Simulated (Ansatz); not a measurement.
Here is the system:

End structure of the (000-1) surface of wurtzite ZnO, O-terminated, 2x2 with 2 NH2 on 4 top atoms (bottom of the slab: 2 H on 4 bottom sites):

```
CELL_PARAMETERS angstrom
      6.55898     0.00000     0.00000
     -3.27949     5.68024     0.00000
      0.00000     0.00000    31.00000
ATOMIC_POSITIONS crystal
  Zn 0.33886 0.16118 0.30334
  Zn 0.83144 0.16858 0.32300
  Zn 0.33140 0.66860 0.32300
  Zn 0.83885 0.66117 0.30335
  O  0.16845 0.33160 0.33314
  O  0.66526 0.33477 0.33428
  O  0.16526 0.83480 0.33428
  O  0.66841 0.83157 0.33315
  Zn 0.16667 0.33333 0.39848
  Zn 0.66667 0.33333 0.39848
  Zn 0.16667 0.83333 0.39848
  Zn 0.66667 0.83333 0.39848
  O  0.33333 0.16667 0.41914
  O  0.83333 0.16667 0.41914
  O  0.33333 0.66667 0.41914
  O  0.83333 0.66667 0.41914
  Zn 0.33315 0.16671 0.48331
  Zn 0.83362 0.16644 0.48380
  Zn 0.33322 0.66680 0.48386
  Zn 0.83440 0.66811 0.48350
  O  0.16661 0.33329 0.50496
  O  0.66694 0.33339 0.50431
  O  0.16791 0.83427 0.50490
  O  0.66630 0.83378 0.50481
  Zn 0.16781 0.33560 0.56935
  Zn 0.66789 0.33554 0.56839
  Zn 0.16960 0.83375 0.56944
  Zn 0.66301 0.83132 0.56934
  O  0.33640 0.17045 0.59081
  O  0.83308 0.16840 0.59066
  O  0.33204 0.66469 0.59124
  O  0.83395 0.66714 0.58866
  Zn 0.33289 0.14962 0.65479
  Zn 0.81831 0.14155 0.65422
  Zn 0.34158 0.68616 0.65721
  Zn 0.84885 0.69171 0.65299
  O  0.16199 0.32464 0.67702
  O  0.67402 0.34064 0.67599
  O  0.16462 0.83262 0.67484
  O  0.66527 0.82458 0.67518
  H  0.33388 0.16630 0.25356
  H  0.83375 0.66623 0.25356
  N  0.12228 0.29983 0.72424
  H  0.09114 0.13240 0.73041
  H  0.28656 0.40727 0.73704
  N  0.66685 0.35334 0.72403
  H  0.81197 0.34115 0.73338
  H  0.71860 0.52784 0.72916
```

Slab: 48 atoms, 14.8 Å thick at the start with caps and adatoms; k 4x4x1, smearing 0.025 eV, dipole-corrected; single point; no symmetry held, on the structure that PBE left; no spin, no spin-orbit, no U. It is one candidate, not shown to be the stable structure of the face.

What is the computed highest filled level below the top vacuum level (r2SCAN, at the PBE geometry (Ansatz, a first-principles code))?

4.56 eV

Estimate the gap of the slab on its k-mesh that r2SCAN, at the PBE geometry returns for this input.

0.81 eV
